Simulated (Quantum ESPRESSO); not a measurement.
# Quick settings and what they miss: InCl3 (P6_3/mmc, 8 atoms in the cell)

Self-consistent single point.

```xyz
8
Lattice="9.4199 0.0000 0.0000 -4.7100 8.1579 0.0000 0.0000 0.0000 3.3514" Properties=species:S:1:pos:R:3 pbc="T T T"
In     4.7100     2.7193     0.8379
In     0.0000     5.4386     2.5136
Cl     6.3373     1.7797     2.5136
Cl    -1.6274     6.3782     0.8379
Cl     1.6274     6.3782     0.8379
Cl     3.0826     1.7797     2.5136
Cl     4.7100     4.5984     2.5136
Cl     0.0000     3.5595     0.8379
```

Method: PBEsol, PseudoDojo standard norm-conserving (PBESOL) pseudopotentials (plane waves; Quantum ESPRESSO).

Base settings: ecutwfc = 70 Ry; occupations = fixed; potentials = {In: In.upf, Cl: Cl.upf}; K_POINTS = automatic 2 2 5 0 0 0; nbnd = 38; conv_thr = 1e-10 Ry; mixing_beta = 0.3.

Tight run (finer mesh or higher cutoff; not a proven limit): ecutwfc: 70 Ry → 98 Ry; conv_thr: 1e-10 Ry → 7.3e-11 Ry; K_POINTS: automatic 2 2 5 0 0 0 → automatic 3 3 7 0 0 0. It gave top of the valence band (on the code's own zero) 0.56 eV; gap on the k-point mesh 3.26 eV; pressure 1.91 GPa; largest force (vector length) 0.431 eV/Å.

Quick runs, as changes from the base:
- A: the base itself
- B: ecutwfc: 70 Ry → 42 Ry; K_POINTS: automatic 2 2 5 0 0 0 → automatic 3 3 3 0 0 0

Gaps are read on each run's own mesh, which may miss the band edges.

The count of work is k-points × plane waves × bands × iterations; it is no time. 

The starting cell comes from a database of computed structures (which also holds hypothetical and non-ambient phases and stackings), without a prior relaxation at this level. Its lattice was rescaled by a random factor within 2.5 % of one.

```
run  energy less tight (meV/atom)  pressure less tight (GPa)  largest miss in a force vector (eV/Å)  gap on the mesh less tight (eV)  count of work / tight
---  ----------------------------  -------------------------  -------------------------------------  -------------------------------  ---------------------
A                             1.4                       0.01                                  0.000                            0.094                   0.26
B                           997.3                     -28.20                                  0.027                            0.133                   0.14
```

Among the runs at the tight run's level, the energy misses run from 1.4 to 997.3 meV/atom.

Left out of this page: 4 runs of the series outside the window shown, repeating another row's setting, or not comparable.
